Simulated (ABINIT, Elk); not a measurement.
An Elk input for a self-consistent single point of Ti2Zn (I4/mmm, 3 atoms in the cell) (DFT, PBEsol, all-electron FP-LAPW, Elk's shipped species files, APW+lo basis with extra local orbitals):

```
tasks
  0

xctype
  22

rgkmax
  8.0

gmaxvr
  16.0

nxlo
  2

lorbcnd
  .true.

lmaxi
  3

stype
  0

swidth
  0.00183747

maxscl
  100

scale
  10.78475399

avec
   -0.2646754540    0.2646754540    0.9273045930
    0.2646754540   -0.2646754540    0.9273045930
    0.2646754540    0.2646754540   -0.9273045930

atoms
  2
  'Ti.in'
  2
  0.6637400000  0.6637400000  0.0000000000    0.0 0.0 0.0
  0.3362600000  0.3362600000  0.0000000000    0.0 0.0 0.0
  'Zn.in'
  1
  0.0000000000  0.0000000000  0.0000000000    0.0 0.0 0.0

ngridk
  10 10 10
```

Problem. Translate this input to ABINIT.

Solution. One input that does it (others would too):

```
# Ti2Zn, JTH v2.0 PBE PAW
pp_dirpath "./"
pseudos "Ti.GGA_PBE-JTH.xml, Zn.GGA_PBE-JTH.xml"
acell 5.7070460345 5.7070460345 5.7070460345 Angstrom
rprim
        -0.2646754540    0.2646754540    0.9273045930
         0.2646754540   -0.2646754540    0.9273045930
         0.2646754540    0.2646754540   -0.9273045930
natom 3
ntypat 2
znucl 22 30
typat 1 1 2
xred
         0.6637400000    0.6637400000    0.0000000000
         0.3362600000    0.3362600000    0.0000000000
         0.0000000000    0.0000000000    0.0000000000
ecut 30
pawecutdg 60
pawxcdev 0
ixc -116133
occopt 7
tsmear 0.00183747
nband 24
kptopt 1
ngkpt 10 10 10
nshiftk 1
shiftk 0 0 0
nstep 100
toldfe 1.0e-09
prtwf 0
prtden 0
enunit 2
```

Basis, cutoffs, solver keys and any potentials are the target program's own. This input uses DFT, PBEsol, plane waves, PAW (JTH v2.0 PBE PAW, files made for PBE).

The starting cell comes from a database of computed structures (which also holds hypothetical and non-ambient phases and stackings), without a prior relaxation at this level.
